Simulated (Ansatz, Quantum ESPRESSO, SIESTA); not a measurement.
## Li3Mg (P1, 4 atoms in the cell) computed with different codes at matched settings

Self-consistent single point, at a second geometry (atoms moved at random). First geometry:

```xyz
4
Lattice="-2.1579 2.1579 4.2782 2.1579 -2.1579 4.2782 2.1579 2.1579 -4.2782" Properties=species:S:1:pos:R:3 pbc="T T T"
Li     0.0000     0.0000     4.2782
Li     2.1579     0.0000     2.1391
Li     0.0000     2.1579     2.1391
Mg     0.0000     0.0000     0.0000
```

Second geometry:
```xyz
4
Lattice="-2.1579 2.1579 4.2782 2.1579 -2.1579 4.2782 2.1579 2.1579 -4.2782" Properties=species:S:1:pos:R:3 pbc="T T T"
Li    -0.0552     0.0335     4.3020
Li     2.1498    -0.0033     2.0903
Li     0.0356     2.1372     2.1936
Mg     0.0278    -0.0095    -0.0295
```

Shared settings, as Ansatz (a program for electronic structure) writes them: kpoints.mp_grid.grid = 11 11 11; scf.occupations.method = fermi_dirac; scf.occupations.width = 0.05 eV. Potentials and cutoffs stand in the table.

| code | model | ΔF from the first geometry (meV/atom) | pressure (GPa) | largest force (eV/Å) | cutoff |
|---|---|---|---|---|---|
| Quantum ESPRESSO | PBEsol, GBRV 1.5 ultrasoft (PBESOL) pseudopotentials | 3.8 | 0.14 | 0.181 | 40 Ry |
| SIESTA | GGA PBEsol, numerical atomic orbitals DZP, PseudoDojo PBEsol standard norm-conserving potentials (rewritten from UPF to PSML) | 4.8 | 0.53 | 0.210 | grid 350 Ry |
| Ansatz | PBEsol, PAW files made with PBE | 3.8 | 0.13 | 0.181 | 420 eV |

Size of the force on each atom (eV/Å): Sizes of forces hide their directions.

```json
[
 {"code": "Quantum ESPRESSO", "Li1": "0.181", "Li2": "0.074", "Li3": "0.139", "Mg4": "0.137"},
 {"code": "SIESTA", "Li1": "0.210", "Li2": "0.088", "Li3": "0.162", "Mg4": "0.187"},
 {"code": "Ansatz", "Li1": "0.181", "Li2": "0.074", "Li3": "0.139", "Mg4": "0.137"}
]
```

The spread over the programs that give each value: ΔF from the first geometry within 1.0 meV/atom; pressure within 0.40 GPa; largest force within 0.029 eV/Å.

SIESTA uses small atom-centred bases, whose incompleteness enters pressures, forces and empty levels differently from a plane-wave cutoff. Ansatz's pressure is given at a fixed set of plane waves, as the other plane-wave codes print theirs.

The starting cell comes from a database of computed structures (which also holds hypothetical and non-ambient phases and stackings), without a prior relaxation at this level. For this run, on top of that: atoms moved at random.

Left out of this page: CP2K (unsound by tests on forces, stress, charge or solver warnings).

Keys are those of Ansatz 0.2.
